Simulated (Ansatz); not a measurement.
This concerns the formation energy of the neutral V_Ca in CaB6 (Pm-3m). Reaction: 8 CaB6 (Pm-3m) → cell A + Ca (fcc).

Cell A: a supercell of 56 sites of CaB6 (Pm-3m) with one empty Ca site amid 24 B; spin state with PBE: run without spin, k-point mesh 3×3×3.
```yaml
crystal:
  lattice:
    - [8.29531, 0.00000, 0.00000]
    - [0.00000, 8.29531, 0.00000]
    - [0.00000, 0.00000, 8.29531]
  atoms:
    - { symbol: Ca, position: [0.00000, 0.00000, 0.00000] }
    - { symbol: B, position: [0.10032, 0.25038, 0.24962] }
    - { symbol: B, position: [0.39987, 0.24949, 0.25051] }
    - { symbol: B, position: [0.25051, 0.10013, 0.25051] }
    - { symbol: B, position: [0.24962, 0.39968, 0.24962] }
    - { symbol: B, position: [0.24962, 0.25038, 0.10032] }
    - { symbol: B, position: [0.25051, 0.24949, 0.39987] }
    - { symbol: Ca, position: [0.00000, 0.00000, 0.50000] }
    - { symbol: B, position: [0.10032, 0.25038, 0.75038] }
    - { symbol: B, position: [0.39987, 0.24949, 0.74949] }
    - { symbol: B, position: [0.25051, 0.10013, 0.74949] }
    - { symbol: B, position: [0.24962, 0.39968, 0.75038] }
    - { symbol: B, position: [0.25051, 0.24949, 0.60013] }
    - { symbol: B, position: [0.24962, 0.25038, 0.89968] }
    - { symbol: B, position: [0.10032, 0.74962, 0.24962] }
    - { symbol: B, position: [0.39987, 0.75051, 0.25051] }
    - { symbol: B, position: [0.24962, 0.60032, 0.24962] }
    - { symbol: B, position: [0.25051, 0.89987, 0.25051] }
    - { symbol: B, position: [0.24962, 0.74962, 0.10032] }
    - { symbol: B, position: [0.25051, 0.75051, 0.39987] }
    - { symbol: Ca, position: [0.00000, 0.50000, 0.50000] }
    - { symbol: B, position: [0.10032, 0.74962, 0.75038] }
    - { symbol: B, position: [0.39987, 0.75051, 0.74949] }
    - { symbol: B, position: [0.24962, 0.60032, 0.75038] }
    - { symbol: B, position: [0.25051, 0.89987, 0.74949] }
    - { symbol: B, position: [0.25051, 0.75051, 0.60013] }
    - { symbol: B, position: [0.24962, 0.74962, 0.89968] }
    - { symbol: Ca, position: [0.50000, 0.00000, 0.00000] }
    - { symbol: B, position: [0.60013, 0.24949, 0.25051] }
    - { symbol: B, position: [0.89968, 0.25038, 0.24962] }
    - { symbol: B, position: [0.74949, 0.10013, 0.25051] }
    - { symbol: B, position: [0.75038, 0.39968, 0.24962] }
    - { symbol: B, position: [0.75038, 0.25038, 0.10032] }
    - { symbol: B, position: [0.74949, 0.24949, 0.39987] }
    - { symbol: Ca, position: [0.50000, 0.00000, 0.50000] }
    - { symbol: B, position: [0.60013, 0.24949, 0.74949] }
    - { symbol: B, position: [0.89968, 0.25038, 0.75038] }
    - { symbol: B, position: [0.74949, 0.10013, 0.74949] }
    - { symbol: B, position: [0.75038, 0.39968, 0.75038] }
    - { symbol: B, position: [0.74949, 0.24949, 0.60013] }
    - { symbol: B, position: [0.75038, 0.25038, 0.89968] }
    - { symbol: Ca, position: [0.50000, 0.50000, 0.00000] }
    - { symbol: B, position: [0.60013, 0.75051, 0.25051] }
    - { symbol: B, position: [0.89968, 0.74962, 0.24962] }
    - { symbol: B, position: [0.75038, 0.60032, 0.24962] }
    - { symbol: B, position: [0.74949, 0.89987, 0.25051] }
    - { symbol: B, position: [0.75038, 0.74962, 0.10032] }
    - { symbol: B, position: [0.74949, 0.75051, 0.39987] }
    - { symbol: Ca, position: [0.50000, 0.50000, 0.50000] }
    - { symbol: B, position: [0.60013, 0.75051, 0.74949] }
    - { symbol: B, position: [0.89968, 0.74962, 0.75038] }
    - { symbol: B, position: [0.75038, 0.60032, 0.75038] }
    - { symbol: B, position: [0.74949, 0.89987, 0.74949] }
    - { symbol: B, position: [0.74949, 0.75051, 0.60013] }
    - { symbol: B, position: [0.75038, 0.74962, 0.89968] }
```

Reference: Ca (fcc, Fm-3m), 1 atom in the cell, k-point mesh 18×18×18 on the run's own vectors. Conventional cell: a = 5.5264 Å, b = 5.5264 Å, c = 5.5264 Å, α = 90.00°, β = 90.00°, γ = 90.00°.

Reference: CaB6 (Pm-3m), 56 atoms in the cell, a perfect crystal on lattice vectors that match the other cells', k-point mesh 3×3×3 on the run's own vectors.

Plane-wave PAW calculations with Ansatz (a first-principles code), its default PAW set, cutoff 500 eV. The structures are at rest with PBE, within the held lattices; other levels are single points on them. Neutral cells; Fermi-Dirac smearing of at most 0.10 eV in the solids, energies taken to zero width. The lattices are those relaxed with PBE, so at other levels the solids can be strained. Larger cells are relaxed from a start prepared with the learned potential CHGNet, on a coarser mesh till forces fall under 0.03 eV/Å, which some starts already meet. A dispersion term (D3(BJ), or D4 for r2SCAN) was computed beside these levels and is taken off wherever the name lacks it. Nuclei at rest; no vibrational terms. No structure search was made; lower ones may exist. Values are for these cell sizes. Mesh and cell size may move defect energies by 0.1 eV or more. The value holds for the reservoirs listed; other chemical potentials shift it. Cell A has symmetry Pm-3m and got no random move, so less symmetric positions, which may lie lower, weren't tried.

Question: What value does r2SCAN give?

Answer: 5.35 eV, for 8 CaB6 (Pm-3m) → cell A + Ca (fcc).
